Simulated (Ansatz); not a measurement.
## TaSe2 (P6₃/mmc, No. 194; undistorted form, which takes a superstructure on cooling)

Method: PBEsol (PAW; Ansatz, a quantum-chemistry and plane-wave program).

Run with plane-wave cutoff 500 eV, 12×12×4 k mesh (along the axes of the cell as run), Fermi–Dirac smearing 0.05 eV, scalar-relativistic PAW data made under PBE.

Cell (relaxed at this level):

```
TaSe2
1.0
    1.70852    -2.95925     0.00000
    1.70852     2.95925     0.00000
    0.00000     0.00000    12.65848
Ta Se
2 4
Direct
  0.00000   0.00000   0.25000
  0.00000   0.00000   0.75000
  0.33333   0.66667   0.11807
  0.66667   0.33333   0.61807
  0.66667   0.33333   0.88193
  0.33333   0.66667   0.38193
```

```json
{
 "equilibrium_volume_per_atom": "21.33 Å³/atom",
 "lattice_constant_a": "3.417 Å",
 "lattice_parameter_c": "12.658 Å"
}
```

Note: the cell has widely spaced layers and the level no dispersion term, so their spacing and the moduli can rest on weak binding.

Spin–orbit coupling is not included.

Computed values are for the static lattice.

Computing time: around 2.5 core-minutes (rough).
